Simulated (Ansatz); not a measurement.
Input and output of a self-consistent single point for MgS (I4mm, 2 atoms in the cell) (Ansatz, a first-principles code).

Method of the run: LDA (PW92), default PAW files made with PBE (plane waves; Ansatz).

The change in words: lattice scaled by 0.98; kpoints.mp_grid.grid: 8 8 8 → 17 17 17. Reference geometry:
```yaml
crystal:
  lattice:
    - [0.00000, 2.60780, 2.60780]
    - [2.60780, 0.00000, 2.60780]
    - [2.60780, 2.60780, 0.00000]
  atoms:
    - { symbol: Mg, position: [0.00959, 0.00959, 0.99041] }
    - { symbol: S, position: [0.50000, 0.50000, 0.50000] }
```

Reference input (self-consistent single point, DFT, LDA (PW92), plane waves, default PAW files made with PBE): basis.ecutwfc = 420 eV; kpoints.mp_grid.grid = 8 8 8; hamiltonian.xc = lda; hamiltonian.pseudopotentials = {kind: paw} (the program's default PAW files); scf.occupations.method = fermi_dirac; scf.occupations.width = 0.05 eV. This run's input differs from it in these lines:

Ansatz 0.2 input:
```diff
@@ -3,5 +3,5 @@
   lattice:
-    - [0.00000000, 2.60780000, 2.60780000]
-    - [2.60780000, 0.00000000, 2.60780000]
-    - [2.60780000, 2.60780000, 0.00000000]
+    - [0.00000000, 2.55564400, 2.55564400]
+    - [2.55564400, 0.00000000, 2.55564400]
+    - [2.55564400, 2.55564400, 0.00000000]
   atoms:
@@ -12,3 +12,3 @@
 kpoints:
-  mp_grid: { grid: [8, 8, 8] }
+  mp_grid: { grid: [17, 17, 17] }
 hamiltonian:
```

Log, with long lists cut:

```
SCF iter   1: F=—  HF=-2774.180396 eV  |F-HF|=—  |Δ(HF+E_count)|=         —  Δρ=6.89e-3  dr2=8.71e-3  ethr=1.77e-3  ⟨swp⟩=6.0  Hψ=29244  notcnv=0
all-band conjugate gradients solve this SCF's bands
preconditioner: auto → none
SCF iter   2: F=—  HF=-2774.174467 eV  |F-HF|=—  |Δ(HF+E_count)|=   5.93e-3  Δρ=2.78e-3  dr2=1.45e-3  ethr=5.44e-5  ⟨swp⟩=2.5  Hψ=11341  notcnv=0
SCF iter   3: F=—  HF=-2774.173775 eV  |F-HF|=—  |Δ(HF+E_count)|=   6.92e-4  Δρ=3.93e-4  dr2=3.17e-5  ethr=9.07e-6  ⟨swp⟩=2.0  Hψ=6570  notcnv=0
SCF iter   4: F=—  HF=-2774.173770 eV  |F-HF|=—  |Δ(HF+E_count)|=   4.93e-6  Δρ=1.54e-4  dr2=1.31e-5  ethr=1.98e-7  ⟨swp⟩=2.0  Hψ=6480  notcnv=0
SCF iter   5: F=—  HF=-2774.173765 eV  |F-HF|=—  |Δ(HF+E_count)|=   4.91e-6  Δρ=2.08e-5  dr2=1.59e-7  ethr=8.19e-8  ⟨swp⟩=2.0  Hψ=6267  notcnv=0
SCF iter   6: F=-2774.173765 eV  HF=-2774.173765 eV  |F-HF|=1.42e-8  |Δ(HF+E_count)|=   5.24e-8  Δρ=6.98e-6  dr2=1.72e-8  ethr=6.25e-10  ⟨swp⟩=5.7  Hψ=21644  notcnv=0
SCF 1 converged in 6 iterations: F = -2774.173765 eV  dr2 = 1.72e-8
Free energy (F): -2774.173765 eV
Internal energy: -2774.173765 eV  (E = F + TS)
E sigma→0 (E₀):  -2774.173765 eV
Fermi energy:    8.214800 eV
--- Forces (eV/Å), atoms counted from 1 ---
  atom   1  Mg     0.00000000     0.00000000    -0.16961357
  atom   2  S      0.00000000     0.00000000     0.16962403
--- Stress (GPa, compression-positive) ---
        0.864239       0.000000       0.000000
        0.000000       0.864239       0.000000
        0.000000       0.000000       1.217850
  P = ⅓ Tr σ = 0.9821 GPa (9.821 kbar)
  The stress holds the Pulay correction. Without it, at fixed plane waves, as pw.x and ABINIT print it: P = 0.9719 GPa
```

The run converged in 6 iterations. Against the reference run the free energy drops by 9.7 meV/atom, the pressure goes from -3.68 to 0.98 GPa, the largest force goes from 0.121 to 0.170 eV/Å and the gap on the mesh goes from 2.546 to 2.707 eV.

The starting cell has typed, rounded lattice constants, without a prior relaxation at this level. Its lattice was rescaled by up to half a per cent. One atom was moved a little off its site on purpose. For this run, on top of that: lattice scaled by 0.98. Ansatz's pressure includes its estimate of the finite-basis (Pulay) stress. Another mesh or the band path of this cell gives a smaller gap, so this value is not converged in the mesh.
